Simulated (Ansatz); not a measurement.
For TaGe2 (model structure, from the AlB2 type, P6/mmm, No. 191), PBE (Ansatz, an electronic-structure program, PAW) gives:

| Item | Result |
|---|---|
| lattice parameter a | 4.666 Å |
| lattice parameter c | 2.734 Å |
| formation enthalpy | 0.235 eV/atom |

Q: What does PBE-D3(BJ) in Ansatz (plane waves, PAW) give for the same quantities?

A: 
- lattice constant a: 4.603 Å (falls by 1.4 %)
- lattice parameter c: 2.707 Å (falls by 1.0 %)
- formation enthalpy: 0.156 eV/atom (decreases by 0.079 eV/atom)

Changes are worked out from the printed values.

Unless a cell is named, each level is at its own relaxed cell (PBE 17.19, PBE-D3(BJ) 16.56 Å³/atom).

Levels without +SOC leave out spin–orbit coupling, which shifts energies and cells of such heavy elements.

Ansatz's density-functional and Hartree–Fock values are scalar-relativistic unless marked +SOC, with PAW data made under PBE.

A model structure was made by putting elements into a prototype or built by hand; it is no filed structure, need not be a known phase, and can be a saddle point held by its symmetry.
